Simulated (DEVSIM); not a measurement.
Structure: Cr/SiO2/n-Si capacitor, at 300 K.

| layer (left to right) | material | thickness (nm) | Nd (cm⁻³) |
|---|---|---|---|
| 1 | SiO2 | 2.60 | - |
| 2 | Si | 1700 | 1.1e17 |

Metal gate on the left, work function 4.5 eV. Fixed charge at the semiconductor interface 0 cm⁻² (in units of +e); no interface traps.

This is a model device: material constants are rounded textbook-type values typed into the input, and sizes, dopings and lifetimes were drawn at random. Values at 300 K; Nc and Nv go as T^1.5, mobilities as T to minus their exponent, the gap by Varshni's rule with the affinity fixed.

```csv
parameter,SiO2,Si
gap (eV),9,1.124
affinity (eV),0.9,4.05
permittivity,3.9,11.7
Nc (cm⁻³),-,2.86e19
Nv (cm⁻³),-,3.1e19
Varshni α (eV/K),-,0.000473
Varshni β (K),-,636
```

Simulated with DEVSIM: 1D Poisson equation in equilibrium, Boltzmann statistics, complete ionisation; no quantum confinement or tunnelling. Metal contacts follow the ideal Schottky-Mott rule: no Fermi-level pinning, no interface dipoles.

The temperature was swept, all else fixed.

```csv
temperature (K),minimum of the low-frequency capacitance (μF/cm²),flat-band voltage (V),threshold voltage (band bending 2φF) (V)
250,0.101,0.34,-0.71
300,0.108,0.31,-0.66
350,0.114,0.28,-0.61
400,0.124,0.24,-0.56
450,[?],0.21,[?]
500,0.151,0.18,-0.44
```

Q: Complete the blanks.

A: 
- 450, minimum of the low-frequency capacitance (μF/cm²): 0.137
- 450, threshold voltage (band bending 2φF) (V): -0.50
